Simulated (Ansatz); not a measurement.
Response to strain in MgO

Take MgO in the rock salt structure (space group Fm-3m, No. 225) as the base.

```
MgO
1.0
    0.00000     2.07958     2.07958
    2.07958     0.00000     2.07958
    2.07958     2.07958     0.00000
Mg O
1 1
Cartesian
  0.00000   0.00000   0.00000
  2.07958   2.07958   2.07958
```

Cartesian axes are those of the cell as printed.

Strains are applied to the cell and any free atomic positions relax.

Level of theory: DFT with LDA, PAW potentials and a 420 eV plane-wave cutoff in Ansatz (a quantum-chemistry and plane-wave program), no spin-orbit coupling.

```tsv
uniaxial strain ε_zz (%)	band gap (eV)
-3	5.32
-2.5	5.27
-2	5.23
-1.5	5.18
-1	?
-0.5	5.08
0	5.03
```

Problem. Fit E_g = E₀ + Dε (ε in %) to the rows shown and predict the withheld row.

Solution. Least squares on the printed values gives E₀ = 5.03 eV, D = -96.5 meV per % of strain (largest residual 0.00 eV); this predicts 5.13 eV, and the run gives 5.13 eV, in agreement.

Whether these cells are dynamically stable was not tested.
